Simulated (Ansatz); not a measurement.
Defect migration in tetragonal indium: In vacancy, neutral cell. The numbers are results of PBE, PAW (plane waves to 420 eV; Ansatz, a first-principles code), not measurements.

Settings: 36 host sites, the relaxed PBE lattice, a 2×2×2 k-point mesh shifted by half a step, smearing 0.10 eV, spin-restricted, no image-charge correction. No zero-point or tunnelling terms. Forms of the defect that were not tried may lie lower.

Barriers: single points on a 3×3×3 k-point mesh shifted by half a step at the bands' geometries.

Relaxed starting cell (atoms counted from 1):

```xyz
35
Lattice="9.9878 0.0000 0.0000 0.0000 9.9878 0.0000 0.0000 0.0000 9.9133" Properties=species:S:1:pos:R:3 pbc="T T T"
In    -0.0064     0.0013     4.9701
In    -0.0001     3.3535     0.0059
In     0.0155     3.3283     4.9602
In    -0.0105     6.6241     0.0094
In    -0.0059     6.6615     4.9620
In     3.3512    -0.0038     0.0072
In     3.3236     0.0041     4.9606
In     3.3414     3.3358     0.0119
In     3.3147     3.3056     4.9700
In     3.3317     6.6470     0.0044
In     3.2984     6.6825     4.9633
In     6.6185     0.0005     0.0073
In     6.6539     0.0043     4.9645
In     6.6544     3.3408     0.0058
In     6.6898     3.3106     4.9631
In     6.6380     6.6451     0.0033
In     6.6716     6.6928     4.9585
In     1.6156     1.6196     2.3489
In     1.6198     1.6275     7.5764
In     1.6579     4.9876     2.4804
In     1.6593     4.9926     7.4444
In     1.6143     8.3558     2.3538
In     1.6237     8.3604     7.5731
In     4.9851     1.6617     2.4836
In     4.9851     1.6711     7.4463
In     4.9882     4.9922     2.5278
In     4.9920     5.0000     7.4082
In     4.9867     8.3213     2.4846
In     4.9929     8.3286     7.4430
In     8.3480     1.6267     2.3587
In     8.3532     1.6252     7.5733
In     8.3175     4.9942     2.4869
In     8.3187     4.9917     7.4390
In     8.3529     8.3623     2.3520
In     8.3588     8.3613     7.5841
```

End state 1 differs by these moves (Å; atoms that move under 0.08 Å are left out):

```csv
atom,element,Δx,Δy,Δz
1,In,0.04,0.04,0.13
2,In,0.04,-0.06,-0.13
3,In,0.01,-0.03,0.13
6,In,-0.06,0.04,-0.13
7,In,-0.04,0.04,0.13
8,In,-0.05,-0.04,-0.14
9,In,-0.03,-0.01,0.14
18,In,0.04,0.05,0.14
19,In,-1.58,-1.58,2.21
22,In,0.02,-0.03,0.13
23,In,0.03,-0.06,-0.13
30,In,-0.03,0.04,0.12
31,In,-0.06,0.04,-0.13
34,In,-0.03,-0.01,0.14
35,In,-0.06,-0.04,-0.14
```

Task: What forward and backward barriers to end state 1 does PBE, PAW give?

Result: forward 0.20 eV, backward 0.20 eV; at the saddle point atom 19 has neighbours 4 In at 3.14 Å. The saddle point's order was not checked, and it lies on a symmetry element of the cell, where a band can be held.
